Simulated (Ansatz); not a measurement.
Inside the gap of an insulator the Bloch states are evanescent, with a wavenumber k + iκ along the transport direction.

Data:

```yaml
crystal:
  lattice:
    - [4.38754, 0.00000, 0.00000]
    - [-2.19377, 3.79972, 0.00000]
    - [2.19377, 1.26657, 10.09306]
  atoms:
    - { symbol: Bi, position: [0.80032, 0.40016, 0.79953] }
    - { symbol: Bi, position: [0.19968, 0.59984, 0.20047] }
    - { symbol: Te, position: [0.41864, 0.20932, 0.37203] }
    - { symbol: Te, position: [0.58136, 0.79068, 0.62797] }
    - { symbol: Te, position: [0.00000, 0.00000, 0.00000] }
```

The cell was relaxed by PBE-D3(BJ); by r2SCAN it stands under a pressure of 1.6 GPa.

Transport runs along the normal of the first two printed cell vectors, the (001) plane of the conventional cell.

The gap is the functional's own, uncorrected, and κ follows it; spin-orbit coupling is left out. Mid-gap means the computed energy nearest the middle.

Question: State the band gap and the smallest decay constant κ at mid-gap according to r2SCAN (Ansatz, a program for electronic structure).

Answer: Gap 0.49 eV on a 8×8×8 mesh; κ = 0.085 1/Å, at the zone centre.
